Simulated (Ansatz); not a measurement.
Defect migration in monoclinic HfO2 with all lengths changed by -1 %: Hf vacancy, charge state -4. Computed with PBE, PAW (plane waves to 420 eV; Ansatz, an electronic-structure program).

Settings: 96 host sites, the strained lattice (strain from the relaxed PBE one, atoms relaxed), the Γ point alone, smearing 0.01 eV, spin-restricted, no image-charge correction. No zero-point or tunnelling terms. Spin-orbit coupling is left out. The charge state is imposed; whether it is stable for some Fermi level was not computed. Forms of the defect that were not tried may lie lower.

Barriers: single points on a 2×2×2 k-point mesh shifted by half a step at the bands' geometries.

The step: one Hf atom jumps into the vacancy from a nearby Hf site. Atoms about the jump, Cartesian Å from the middle of the jump, before and after:

```json
[
 {"atom": "Hf1", "x0": "-1.07", "y0": "0.21", "z0": "-0.98", "x1": "1.07", "y1": "-0.21", "z1": "0.98"},
 {"atom": "O2", "x0": "0.59", "y0": "-0.77", "z0": "-1.14", "x1": "0.63", "y1": "-0.83", "z1": "-0.85"},
 {"atom": "O3", "x0": "-0.63", "y0": "0.83", "z0": "0.85", "x1": "-0.59", "y1": "0.77", "z1": "1.14"},
 {"atom": "O4", "x0": "-0.08", "y0": "1.83", "z0": "-1.75", "x1": "-0.09", "y1": "1.87", "z1": "-1.75"},
 {"atom": "O5", "x0": "2.40", "y0": "1.45", "z0": "-0.15", "x1": "2.28", "y1": "1.34", "z1": "-0.09"},
 {"atom": "O6", "x0": "-2.28", "y0": "-1.34", "z0": "0.09", "x1": "-2.40", "y1": "-1.45", "z1": "0.15"},
 {"atom": "O7", "x0": "-2.92", "y0": "1.35", "z0": "-0.10", "x1": "-3.00", "y1": "1.45", "z1": "0.04"},
 {"atom": "O8", "x0": "0.09", "y0": "-1.87", "z0": "1.75", "x1": "0.08", "y1": "-1.83", "z1": "1.75"},
 {"atom": "Hf9", "x0": "-1.66", "y0": "2.33", "z0": "1.51", "x1": "-1.70", "y1": "2.33", "z1": "1.50"},
 {"atom": "Hf10", "x0": "1.70", "y0": "2.81", "z0": "-1.50", "x1": "1.61", "y1": "2.77", "z1": "-1.54"},
 {"atom": "O11", "x0": "-1.86", "y0": "-1.27", "z0": "-2.53", "x1": "-1.93", "y1": "-1.34", "z1": "-2.65"},
 {"atom": "O12", "x0": "0.09", "y0": "3.39", "z0": "1.77", "x1": "0.09", "y1": "3.40", "z1": "1.75"}
]
```

Give the saddle-point geometry and the barrier.


```tsv
atom	x	y	z
Hf1	-0.18	0.38	-0.21
O2	0.54	-1.07	-1.14
O3	-0.78	0.72	1.61
O4	-0.15	1.79	-1.63
O5	1.97	1.24	-0.09
O6	-2.22	-1.29	0.07
O7	-2.72	1.39	-0.02
O8	0.12	-1.84	1.69
Hf9	-1.78	2.46	1.65
Hf10	1.68	2.81	-1.51
O11	-1.89	-1.33	-2.67
O12	0.07	3.34	1.76
```
It lies 2.13 eV above the start and 2.13 eV above the end. The saddle point's order was not checked.
